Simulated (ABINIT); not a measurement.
Band structure of MgAl (Pm-3m, 2 atoms in the cell).

```
MgAl
1.0
    3.39841     0.00000     0.00000
    0.00000     3.39841     0.00000
    0.00000     0.00000     3.39841
Mg Al
1 1
Direct
  0.50000   0.50000   0.50000
  0.00000   0.00000   0.00000
```

Method: PBEsol, norm-conserving pseudopotentials (PseudoDojo nc-sr-04 PBEsol standard) (plane waves; ABINIT).

Settings: pseudos = [Mg.upf, Al.upf]; ecut = 42 Ha; ixc = -116133; occopt = 7; tsmear = 0.00734986 Ha; ngkpt = 13 13 13; nshiftk = 1; shiftk = 0 0 0; potentials = PseudoDojo nc-sr-04 PBEsol standard; kptopt = 1; nstep = 50; tolvrs1 = 1e-12; ndtset = 2.

The starting cell comes from a database of computed structures (which also holds hypothetical and non-ambient phases and stackings), without a prior relaxation at this level. Its lattice was rescaled by a random factor within 2.5 % of one.

Levels in eV from the Fermi level, bands 3 to 10:
| point | 3 | 4 | 5 | 6 | 7 | 8 | 9 | 10 |
|---|---|---|---|---|---|---|---|---|
| Γ | -42.65 | -42.65 | -8.96 | 2.76 | 2.76 | 2.76 | 3.64 | 3.64 |
| X | -42.65 | -42.65 | -6.28 | -5.18 | 4.78 | 4.78 | 6.45 | 6.60 |
| M | -42.66 | -42.65 | -3.57 | -2.79 | -2.79 | -1.06 | 6.98 | 8.54 |
| R | -42.66 | -42.66 | -0.47 | -0.47 | -0.47 | -0.44 | 0.96 | 0.96 |

Bands cross the Fermi level along this path, so the cell is metallic at this level.
